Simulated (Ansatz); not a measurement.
A relaxation of the atoms of AlInSb2 (Pmm2, 4 atoms in the cell) with Ansatz (a quantum-chemistry and plane-wave program).

Method: LDA (PW92), default PAW files made with PBE (plane waves; Ansatz).

The change in words: one atom moved by 0.15 angstrom; relax: default → atoms; relax.f_tol: default → 0.001 eV/Å. Reference geometry:
```yaml
crystal:
  lattice:
    - [4.49265, 0.00000, 0.00000]
    - [0.00000, 4.49265, 0.00000]
    - [0.00000, 0.00000, 6.32977]
  atoms:
    - { symbol: Al, position: [0.00000, 0.00000, 0.00000] }
    - { symbol: In, position: [0.50000, 0.50000, 0.50000] }
    - { symbol: Sb, position: [0.00000, 0.50000, 0.23337] }
    - { symbol: Sb, position: [0.50000, 0.00000, 0.76663] }
```

Reference input (self-consistent single point, DFT, LDA (PW92), plane waves, default PAW files made with PBE): basis.ecutwfc = 420 eV; kpoints.mp_grid.grid = 6 6 4; hamiltonian.xc = lda; hamiltonian.pseudopotentials = {kind: paw} (the program's default PAW files); scf.occupations.method = fermi_dirac; scf.occupations.width = 0.01 eV. This run's input differs from it in these lines:

```diff
@@ -6,3 +6,3 @@
   atoms:
-    - { symbol: Al, position: [0.000000, 0.000000, 0.000000] }
+    - { symbol: Al, position: [0.000000, 0.000000, 0.023698] }
     - { symbol: In, position: [0.500000, 0.500000, 0.500000] }
@@ -19,2 +19,4 @@
   occupations: { method: fermi_dirac, width: 0.01 }
+relax:
+  f_tol: 0.001
 output:
```

Output, abridged:

```
   [... SCF lines of the steps left out ...]
relax step   1: F+E_penalty+E_count = -18641.99884188 eV  Δ(F+E_penalty+E_count) = +0.000e0 eV  max|allowed force component| = 1.227e0 eV/Å  Δτ_max = 0.0000 Å  (7 SCF iters, dr2 threshold 1.00e-7 eV, accepted)
relax step   2: F+E_penalty+E_count = -18642.04062294 eV  Δ(F+E_penalty+E_count) = -4.178e-2 eV  max|allowed force component| = 8.695e-1 eV/Å  Δτ_max = 0.1955 Å  (5 SCF iters, dr2 threshold 9.41e-5 eV, accepted)
relax step   3: F+E_penalty+E_count = -18642.09107794 eV  Δ(F+E_penalty+E_count) = -5.046e-2 eV  max|allowed force component| = 8.075e-2 eV/Å  Δτ_max = 0.0823 Å  (4 SCF iters, dr2 threshold 4.72e-5 eV, accepted)
relax step   4: F+E_penalty+E_count = -18642.09177967 eV  Δ(F+E_penalty+E_count) = -7.017e-4 eV  max|allowed force component| = 2.451e-3 eV/Å  Δτ_max = 0.0091 Å  (4 SCF iters, dr2 threshold 4.08e-7 eV, accepted)
relax step   5: F+E_penalty+E_count = -18642.09177967 eV  Δ(F+E_penalty+E_count) = -3.809e-9 eV  max|allowed force component| = 2.446e-3 eV/Å  Δτ_max = 0.0000 Å  (3 SCF iters, accepted)
relax step   6: F+E_penalty+E_count = -18642.09178020 eV  Δ(F+E_penalty+E_count) = -5.252e-7 eV  max|allowed force component| = 3.965e-4 eV/Å  Δτ_max = 0.0002 Å  (3 SCF iters, accepted)
the relaxation is at rest under the 4 symmetry operations that the run kept from its start: a minimum is not shown …
Stability not checked: this state was not tested for a lower state beside it, because too few of the mixer's solves of this state at the end of the SCF gave a …
Free energy (F): -18642.091780 eV
Internal energy: -18642.091780 eV  (E = F + TS)
E sigma→0 (E₀):  -18642.091780 eV
Fermi energy:    6.559781 eV
--- Forces (eV/Å), atoms counted from 1 ---
  atom   1  Al     0.00000000     0.00000000    -0.00014680
  atom   2  In     0.00000000     0.00000000    -0.00039634
   [... lines left out ...]
--- Relaxed structure (6 steps of the walk, 6 accepted, 0 SCFs on fresh bases) ---
  F+E_penalty+E_count = -18642.09178020 eV   max|allowed force component| = 3.965e-4 eV/Å
  atoms:
    - { symbol: Al, position: [0.0, 0.0, 0.005925808183890063] }
    - { symbol: In, position: [0.5, 0.5, 0.5059294818922289] }
    - { symbol: Sb, position: [0.0, 0.5, 0.240180048993537] }
    - { symbol: Sb, position: [0.5, 0.0, 0.7716626609303442] }
```

The run converged. 

Summary of the result:
Free energy E − TS (on the zero of these files): -18642.0918 eV
Gap on the k-point mesh: 0.32 eV
Pressure: -1.66 GPa
Relaxation steps: 6

The starting cell comes from a database of computed structures (which also holds hypothetical and non-ambient phases and stackings), without a prior relaxation at this level. Its lattice was rescaled by up to half a per cent. For this run, on top of that: one atom moved by 0.15 angstrom. Spin-orbit coupling is off. The relaxation keeps the symmetry of its start, so its end need not be a minimum. Ansatz's pressure includes its estimate of the finite-basis (Pulay) stress.

Cost on one core of a shared machine: roughly 80 s.

Keys are those of Ansatz 0.2.
